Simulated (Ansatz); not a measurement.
Levels about the gap of amorphous In₂₄O₃₉Lu₂ (65 atoms in a cell of 948 Å³, 6.53 g/cm³; zone centre alone, so wide bands show as single levels with stretches between that a denser mesh fills), at the geometry that PBE relaxed, where it gives 0.1 GPa on a denser mesh. The participation number counts the atoms over which a state spreads; weights are charges in smoothed Voronoi cells. The levels come from a single point, so bond lengths are those of that geometry. Method of the levels: PBE, scalar-relativistic without spin-orbit coupling (Ansatz, a first-principles code). Sampling: the zone centre alone; Fermi-Dirac width 0.02 eV; no spin polarisation. At PBE the levels at the filled edge of the gap are localised (band-tail or defect states).

It comes from a melt-quench run on a machine-learned potential (CHGNet), relaxed afterwards by DFT. O atoms were pushed apart under 1.9 Å during the dynamics, to hinder bonds among them. The hot cell started wider than the set density and was brought back towards it in steps. It is the lowest in DFT energy of 2 quenches. It is a model cell: composition and starting density were chosen by hand, and all elements were melted together. No dispersion term was used. Its density started from a set value of 6.73 and ended at 6.53 g/cm³. The quench (nominally 280 K/ps over its main leg) was far faster than any real one, so the model tends to hold more defects than a real film. A cell of this size samples the disorder only roughly. Volume and shape were free in the relaxation.

```
E - E(highest filled), eV  filling  participation number        largest on  weight O  weight In  weight Lu
-------------------------  -------  --------------------  ----------------  --------  ---------  ---------
-0.23                       filled                  11.1   O, 3 neighbours      0.95       0.05       0.01
-0.22                       filled                  19.2   O, 3 neighbours      0.94       0.06       0.01
-0.17                       filled                   6.9   O, 3 neighbours      0.94       0.04       0.02
-0.14                       filled                   5.3   O, 3 neighbours      0.94       0.04       0.02
-0.14                       filled                   8.5   O, 3 neighbours      0.95       0.05       0.01
-0.04                       filled                  13.6   O, 3 neighbours      0.94       0.05       0.01
0.00                        filled                   6.7   O, 3 neighbours      0.95       0.04       0.01
0.64                         empty                  61.2  In, 4 neighbours      0.56       0.42       0.02
3.24                         empty                  26.7  In, 4 neighbours      0.60       0.39       0.01
3.27                         empty                  32.7  In, 4 neighbours      0.61       0.38       0.01
3.48                         empty                  46.1  In, 5 neighbours      0.61       0.38       0.01
3.60                         empty                  44.9  In, 6 neighbours      0.61       0.38       0.01
3.67                         empty                  37.3  In, 4 neighbours      0.60       0.39       0.01
3.87                         empty                  26.6  In, 5 neighbours      0.58       0.41       0.01
```

Most localised among these is the filled level at -0.14 eV, on a O atom, which has 3 neighbours (In 2.15 Å, In 2.18 Å, Lu 2.18 Å).
